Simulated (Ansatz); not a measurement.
# Effect of biaxial strain −1.25 %, plane normal [111], relaxed out of plane on KBr

The parent structure is KBr in the rock salt structure (space group Fm-3m, No. 225; a = 6.549 Å). Axes: x, y, z lie along the cube axes.

The change: compressive biaxial strain of 1.25 % in the plane normal to [111], as in epitaxy on a mismatched substrate; the out-of-plane cell vector and the atoms relax.

Level of theory: PBEsol (Ansatz, a program for electronic structure, PAW, spin-orbit coupling left out). k-mesh 9×9×9 (Γ-centred); smearing 0.05 eV (Fermi–Dirac).

```json
[
 {"quantity": "volume per atom", "base": "35.11 Å³", "changed": "34.71 Å³", "shift": "-0.40 Å³"},
 {"quantity": "space group", "base": "Fm-3m (No. 225)", "changed": "R-3m (No. 166)", "shift": "–"},
 {"quantity": "shortest interatomic distance", "base": "3.275 Å", "changed": "3.263 Å", "shift": "-0.012 Å"},
 {"quantity": "energy relative to the base (free energy F)", "base": "0 meV/atom", "changed": "+0.8 meV/atom", "shift": "+0.8 meV/atom"},
 {"quantity": "band gap", "base": "4.34 eV", "changed": "4.34 eV", "shift": "0.00 eV"},
 {"quantity": "gap character", "base": "direct at Γ", "changed": "direct at Γ", "shift": "–"},
 {"quantity": "electron mass", "base": "0.37 mₑ (at Γ)", "changed": "0.37 mₑ (at Γ)", "shift": "–"},
 {"quantity": "valence-band top at Γ (three highest levels, from the VBM)", "base": "0.00, 0.00, 0.00 eV", "changed": "0.00, 0.00, -0.06 eV", "shift": "–"},
 {"quantity": "valley order (the lowest conduction-band minima on the path, energy above the VBM, named in the base's zone)", "base": "Γ 4.34 eV; X along ⟨100⟩ 5.72 eV", "changed": "Γ 4.34 eV; X along [010] 5.68 eV", "shift": "–"},
 {"quantity": "out-of-plane strain", "base": "–", "changed": "+1.39 %", "shift": "–"},
 {"quantity": "ratio −ε⊥/ε∥", "base": "–", "changed": "1.11", "shift": "–"},
 {"quantity": "mean in-plane stress (compression positive)", "base": "–", "changed": "+0.3 GPa", "shift": "–"}
]
```

Cost of the whole job for the changed cell (relaxation, final SCF and bands): very roughly 28 core-seconds.

Masses are band curvatures over ±0.01 Å⁻¹ around the edge. Stability against distortions was not tested. Labels are those of the standard path for the cell's own space group.
